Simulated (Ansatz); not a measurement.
**A computed series for Ti4AlN3: pressure series**

Take Ti₄AlN₃ (space group P6_3/mmc, No. 194) as the base.

```cif
data_Al2N6Ti8
_chemical_formula_sum 'Ti8 Al2 N6'
_space_group_name_H-M_alt 'P63/mmc'
_space_group_IT_number 194
_space_group_name_Hall '-P 6c 2c'
_cell_length_a 2.96257
_cell_length_b 2.96257
_cell_length_c 23.26386
_cell_angle_alpha 90.000
_cell_angle_beta 90.000
_cell_angle_gamma 120.000
loop_
_atom_site_label
_atom_site_type_symbol
_atom_site_symmetry_multiplicity
_atom_site_Wyckoff_symbol
_atom_site_fract_x
_atom_site_fract_y
_atom_site_fract_z
_atom_site_occupancy
Ti1 Ti 4 f 0.33333 0.66667 0.05373 1
Ti2 Ti 4 e 0.00000 0.00000 0.15396 1
Al1 Al 2 c 0.33333 0.66667 0.25000 1
N1 N 4 f 0.66667 0.33333 0.10544 1
N2 N 2 a 0.00000 0.00000 0.00000 1
```

Cell and atoms are relaxed at each pressure.

Computed with PBEsol, PAW, 420 eV (Ansatz, a quantum-chemistry and plane-wave program; no spin-orbit coupling).

Notes on the quantities. enthalpy: H = E + PV relative to the base's energy.

| case | enthalpy | c/a ratio | shortest interatomic distance |
|---|---|---|---|
| base | – | 7.853 | 2.049 Å |
| pressure −2 GPa | -0.14 eV/atom | 7.857 | 2.054 Å |
| pressure −1 GPa | -0.07 eV/atom | [?] | [?] |
| pressure 0.3 GPa | +0.02 eV/atom | 7.852 | 2.049 Å |
| pressure 0.7 GPa | +0.05 eV/atom | 7.851 | 2.048 Å |
| pressure 1.5 GPa | +0.10 eV/atom | 7.850 | 2.046 Å |
| pressure 3 GPa | +0.21 eV/atom | 7.848 | 2.042 Å |
| pressure 5 GPa | +0.34 eV/atom | 7.845 | 2.038 Å |
| pressure 7.5 GPa | +0.51 eV/atom | 7.841 | 2.033 Å |
| pressure 10 GPa | +0.67 eV/atom | 7.838 | 2.028 Å |

What belongs in the blanks?


- pressure −1 GPa, c/a ratio: 7.855
- pressure −1 GPa, shortest interatomic distance: 2.052 Å

Load acts through the strain it causes; cell and atoms are relaxed under it. No phonon test of stability was made. Competing high-pressure phases were not computed. All final runs are without spin polarisation.
